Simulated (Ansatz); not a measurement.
## Co on a Au site (middle of the slab) in a 3x3 cell of the 1x1 (111) surface of fcc Au (the real clean face reconstructs)

Method: PBE (plane waves to 420 eV, PAW; Ansatz, a program for electronic structure).

Set-up: 36 atoms, 7.2 Å thick at the start (thin: gaps and levels are the slab's own); mesh 4x4x1; 0.1 eV smearing; dipole correction on; 9 atoms held, the rest relaxed; held to the start's symmetry, so lower structures may exist; spin-polarised, no spin-orbit, no U.

```json
{
  "formation energy against fcc Au, hcp Co, ferromagnetic": "0.84 eV",
  "work_function_of_the_top_face": "5.13 eV",
  "change_of_the_work_function": "0.003 eV",
  "change_of_the_step_from_the_bottom_to_the_top_vacuum_level_against_the_clean_slab": "0.030 eV",
  "energy_released_by_relaxation": "0.11 eV",
  "magnetic_moment_of_the_cell": "1.96 μB",
  "largest_move_of_a_host_atom": "0.10 Å"
}
```
